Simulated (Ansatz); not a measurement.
The reference is WC (space group P-6m2, No. 187; a = 2.922 Å, c = 2.846 Å; relaxed with 0.1 eV smearing). Axes: x lies along a and z along c of the hexagonal cell.

All numbers come from Ansatz (a first-principles code) PBE, scalar-relativistic without spin-orbit coupling.

Now apply this change: the cell is stretched by 2.50 % along z with no lateral relaxation; the atoms relax in the strained cell.

Predict the stress tensor and what it implies for the stiffness.

Stress of the strained cell less that of the base (GPa, compression positive):
```
   -3.9     0.0     0.0
    0.0    -3.9     0.0
    0.0     0.0   -21.8
```

Then −Δσ_ii/ε with ε = 0.0250 gives secant stiffness values (nonlinear terms included at this strain): C33 ≈ 871 GPa, C13 ≈ 155 GPa and C23 ≈ 155 GPa.

As a check, the harmonic strain energy −½ V₀ Δσ:ε is 18 meV/atom; the computed energy rise is 18 meV/atom.

Stability against distortions was not tested. All final runs are without spin polarisation.
